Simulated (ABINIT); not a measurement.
Band structure of PbF₂ (Fm-3m, 3 atoms in the cell).

```
CELL_PARAMETERS angstrom
      0.00000     2.91920     2.91920
      2.91920     0.00000     2.91920
      2.91920     2.91920     0.00000
ATOMIC_POSITIONS crystal
  Pb 0.00000 0.00000 0.00000
  F  0.75000 0.75000 0.75000
  F  0.25000 0.25000 0.25000
```

Level of theory: PBE, PAW (JTH v2.0 PBE PAW) (plane waves; ABINIT).

Settings: pseudos = [Pb.GGA_PBE-JTH.xml, F.GGA_PBE-JTH.xml]; ecut = 653 eV; pawecutdg = 1306 eV; pawxcdev = 0; ixc = 11; occopt = 1; ngkpt = 10 10 10; nshiftk = 1; shiftk = 0 0 0; potentials = JTH v2.0 PBE PAW; kptopt = 1; nstep = 60; tolvrs1 = 1e-10.

The starting cell comes from a database of computed structures (which also holds hypothetical and non-ambient phases and stackings), without a prior relaxation at this level. Its lattice was rescaled by a random factor within 2.5 % of one. Spin-orbit coupling is off.

### Question
Predict the gap along the standard path and the places of the band edges.

### Answer
The gap along the path is 4.40 eV, from W to X; the smallest direct gap on it is 4.55 eV.

Levels in eV from the top of the valence band on the SCF mesh, bands 11 to 18:
```json
[
 {"point": "Γ", "11": "-2.75", "12": "-2.26", "13": "-2.26", "14": "-2.26", "15": "6.82", "16": "6.82", "17": "6.82", "18": "10.76"},
 {"point": "X", "11": "-1.82", "12": "-1.80", "13": "-1.80", "14": "-0.14", "15": "4.42", "16": "8.07", "17": "8.07", "18": "8.89"},
 {"point": "W", "11": "-3.00", "12": "-1.88", "13": "-1.73", "14": "0.01", "15": "6.14", "16": "6.14", "17": "7.58", "18": "10.20"},
 {"point": "K", "11": "-2.35", "12": "-1.96", "13": "-1.82", "14": "-0.02", "15": "5.36", "16": "6.76", "17": "8.06", "18": "9.82"},
 {"point": "L", "11": "-3.01", "12": "-2.42", "13": "-2.42", "14": "-0.05", "15": "5.02", "16": "7.82", "17": "7.82", "18": "13.31"},
 {"point": "U", "11": "-2.35", "12": "-1.96", "13": "-1.82", "14": "-0.02", "15": "5.36", "16": "6.76", "17": "8.06", "18": "9.82"}
]
```
